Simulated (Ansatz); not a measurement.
GaSb, point defects

Base system: an 8-atom supercell of GaSb in the zinc blende structure (space group F-43m, No. 216; a = 6.132 Å) at its relaxed geometry.

One neutral defect a cell, atoms relaxed at fixed cell.

The values are results of Ansatz (a program for electronic structure), r2SCAN, PAW, cutoff 500 eV, no spin-orbit coupling, not measurements.

| case | energy gained by relaxation | pressure | largest displacement of a host atom from its site in the perfect cell |
|---|---|---|---|
| perfect supercell | – | 0.0 GPa | – |
| As on a Ga site, symmetric start | 0.17 eV | 2.4 GPa | 0.09 Å |
| Sn on a Sb site, symmetric start | 0.01 eV | 0.1 GPa | 0.03 Å |
| Sb on a Ga site (antisite), symmetric start | 0.85 eV | 5.6 GPa | 0.21 Å |
| Ga vacancy | – | -2.8 GPa | 0.09 Å |

The magnetic state is the one reached from the starting moments; the real material's order can differ, and small cells can't hold many antiferromagnetic ones. The cell is small, so the values are those of an ordered compound at a high defect concentration; dilute-limit values will differ. Defects with a symmetric start kept the site's symmetry and may sit on a saddle; the others started slightly shaken. Starting moments died away, wholly or in part, for As on a Ga site, Sn on a Sb site, Sb on a Ga site (antisite) and Ga vacancy; another magnetic solution may exist.
